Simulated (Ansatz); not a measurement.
Base system: AlN in the zinc blende structure (space group F-43m, No. 216; a = 4.3423 Å).

Calculations: LDA, PAW, 420 eV (Ansatz, a first-principles code; without spin-orbit coupling).

Strains are applied to the cell and any free atomic positions relax.

One change was made to it. Results:

The mean gap deformation potential ΔEg/Δln V comes out as -0.4 eV; the energy grows by 1.5 meV/atom; the pressure goes from zero to 32.6 kbar; the smallest direct gap rises by 0.136 eV, from 4.39 eV to 4.52 eV.

**Question.** What was done to the base?
(A) isotropic strain −0.50 %
(B) isotropic strain −2.00 %
(C) isotropic strain +2.00 %
(D) isotropic strain −3.00 %
(E) isotropic strain +3.00 %

**Answer.** A, isotropic strain −0.50 %. For comparison, the energy relative to the base in the other runs: isotropic strain −3.00 % gives +59 meV/atom; isotropic strain +3.00 % gives +50 meV/atom; isotropic strain −2.00 % gives +26 meV/atom; isotropic strain +2.00 % gives +23 meV/atom.

Stability against distortions was not tested. This is not the structure that AlN has at room temperature and ambient pressure.
